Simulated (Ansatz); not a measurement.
SrTiO3 (I4/mcm, No. 140, 10 atoms in the cell; start COD 2310687), treated with LDA (Ansatz, a program for electronic structure, plane waves, PAW).

Settings: plane-wave cutoff 520 eV, 10×10×10 k mesh, Fermi–Dirac smearing 0.01 eV, no spin polarisation, scalar-relativistic PAW data made under PBE.

Cell (relaxed at this level):

```cif
data_O12Sr4Ti4
_chemical_formula_sum 'Sr4 O12 Ti4'
_space_group_name_H-M_alt 'I4/mcm'
_space_group_IT_number 140
_space_group_name_Hall '-I 4 2c'
_cell_length_a 5.43125
_cell_length_b 5.43125
_cell_length_c 7.74432
_cell_angle_alpha 90.000
_cell_angle_beta 90.000
_cell_angle_gamma 90.000
loop_
_atom_site_label
_atom_site_type_symbol
_atom_site_symmetry_multiplicity
_atom_site_Wyckoff_symbol
_atom_site_fract_x
_atom_site_fract_y
_atom_site_fract_z
_atom_site_occupancy
Sr1 Sr 4 b 0.00000 0.50000 0.25000 1
O1 O 4 a 0.00000 0.00000 0.25000 1
Ti1 Ti 4 c 0.00000 0.00000 0.00000 1
O2 O 8 h 0.27788 0.22212 0.00000 1
```
(The calculation used a cell of 10 atoms; values per cell refer to that cell.)

Predict the band gap.


- band gap: 2.01 eV (on the SCF k mesh)

Note: the relaxation could not lower the start's symmetry, so the cell can be a saddle point above a distorted one.

Spin–orbit coupling is not included.

The result took about 6 core-minutes (a rough figure).
